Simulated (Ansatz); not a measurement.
Ag2S (within 0.1 Å of Cmcm, No. 63, 6 atoms in the cell; start mp-36216; a measured phase of this formula has another space group) was calculated with PBE0 (Ansatz, a program for electronic structure, plane waves, PAW).

Settings: plane-wave cutoff 460 eV, 6×6×4 k mesh (along the axes of the cell as run), Fermi–Dirac smearing 0.01 eV, no spin polarisation, scalar-relativistic PAW data made under PBE.

Cell (relaxed with PBEsol):

```cif
data_Ag8S4
_chemical_formula_sum 'Ag8 S4'
_space_group_name_H-M_alt 'Cmcm'
_space_group_IT_number 63
_space_group_name_Hall '-C 2c 2'
_cell_length_a 4.65300
_cell_length_b 6.93262
_cell_length_c 7.21199
_cell_angle_alpha 90.000
_cell_angle_beta 90.000
_cell_angle_gamma 90.000
loop_
_space_group_symop_operation_xyz
  'x, y, z'
  '-x, -y, -z'
  '-x, -y, z+1/2'
  'x, y, -z+1/2'
  'x, -y, -z'
  '-x, y, z'
  '-x, y, -z+1/2'
  'x, -y, z+1/2'
  'x+1/2, y+1/2, z'
  '-x+1/2, -y+1/2, -z'
  '-x+1/2, -y+1/2, z+1/2'
  'x+1/2, y+1/2, -z+1/2'
  'x+1/2, -y+1/2, -z'
  '-x+1/2, y+1/2, z'
  '-x+1/2, y+1/2, -z+1/2'
  'x+1/2, -y+1/2, z+1/2'
loop_
_atom_site_label
_atom_site_type_symbol
_atom_site_symmetry_multiplicity
_atom_site_Wyckoff_symbol
_atom_site_fract_x
_atom_site_fract_y
_atom_site_fract_z
_atom_site_occupancy
Ag1 Ag 4 a 0.00000 0.00000 0.00000 1
Ag2 Ag 4 c 0.00000 0.60675 0.25000 1
S1 S 4 c 0.00000 0.22688 0.25000 1
```
(The calculation used a cell of 6 atoms; values per cell refer to that cell.)

**Question.** Estimate the band gap that the calculation returns.

**Answer.** 
- band gap: 2.81 eV (on the SCF k mesh)

Note: cell and atoms aren't relaxed at this level (pressure 4.7 GPa).

Spin–orbit coupling is not included.

Static lattice: no zero-point or thermal effects.

A start named mp-… is a Materials Project structure, which need not be a measured phase.
